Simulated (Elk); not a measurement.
Input and output of a self-consistent single point for MgS (Fm-3m, 2 atoms in the cell) (Elk).

Level of theory: PBE, all-electron FP-LAPW, Elk's shipped species files, LAPW+lo basis in Elk.

The change in words: lattice scaled by 0.98. Reference geometry:
```xyz
2
Lattice="0.0000 2.5805 2.5805 2.5805 0.0000 2.5805 2.5805 2.5805 0.0000" Properties=species:S:1:pos:R:3 pbc="T T T"
Mg     0.0000     0.0000     0.0000
S      2.5805     2.5805     2.5805
```

Reference input (self-consistent single point, DFT, PBE, all-electron FP-LAPW, Elk's shipped species files, LAPW+lo basis): xctype = 20; rgkmax = 7.5; swidth = 0.000367493 Ha; ngridk = 9 9 9; gmaxvr = 16 1/bohr; nxoapwlo = 1; maxscl = 100. This run's input differs from it in these lines:

```diff
@@ -22,3 +22,3 @@
 scale
-  6.89632513
+  6.758398627
```

Output (repeated stretches shortened):

```
│ Self-consistent loop started │
│ Loop number : 1 │
 total energy                :     -603.605726632
│ Loop number : 2 │
 total energy                :     -603.556948023
RMS change in Kohn-Sham potential (target) :   0.8402432064     (  0.1000000000E-05)
Absolute change in total energy (target)   :   0.4877860931E-01 (  0.1000000000E-03)
│ Loop number : 3 │
 total energy                :     -602.214306763
RMS change in Kohn-Sham potential (target) :   0.5653200320     (  0.1000000000E-05)
Absolute change in total energy (target)   :    1.354835912     (  0.1000000000E-03)
│ Loop number : 4 │
   [... lines left out ...]
Absolute change in total energy (target)   :   0.3993403706E-03 (  0.1000000000E-03)
│ Loop number : 13 │
 total energy                :     -599.708333608
RMS change in Kohn-Sham potential (target) :   0.4807873128E-06 (  0.1000000000E-05)
Absolute change in total energy (target)   :   0.1223186954E-03 (  0.1000000000E-03)
│ Loop number : 14 │
 total energy                :     -599.708320941
RMS change in Kohn-Sham potential (target) :   0.7785670575E-07 (  0.1000000000E-05)
Absolute change in total energy (target)   :   0.4324647171E-04 (  0.1000000000E-03)
Convergence targets achieved

│ Loop number : 15 │

Energies :
 Fermi                       :     0.198570951641
 total energy                :     -599.708321228

Density of states at Fermi energy :   0.2720206751E-06
 (states/Hartree/unit cell)

Estimated indirect band gap :   0.1062940477
 from k-point      1 to k-point     24
Estimated direct band gap   :   0.1569081146
 at k-point      1

Charges :
 core                        :    12.00000000
 valence                     :    16.00000000
 interstitial                :    2.792487904
 muffin-tins (core leakage)
  species :    1 (Mg)
   atom    1                 :    10.52904996     (  0.6661338148E-15)
  species :    2 (S)
   atom    1                 :    14.67846214     (  0.7110101890E-04)
 total in muffin-tins        :    25.20751210
 total calculated charge     :    27.99022701
 total charge                :    28.00000000
 error                       :   0.9772992591E-02

│ Self-consistent loop stopped │
```

The run converged in 15 iterations. The count includes the last loop, which Elk runs after its targets are met. Against the reference run the free energy rises by 37.2 meV/atom and the gap on the mesh goes from 2.751 to 2.892 eV.

The starting cell has typed, rounded lattice constants, without a prior relaxation at this level. Its lattice was rescaled by a random factor within 2.5 % of one. For this run, on top of that: lattice scaled by 0.98. Values depend on the basis (sphere radii, cutoffs, local orbitals), which need not be converged.
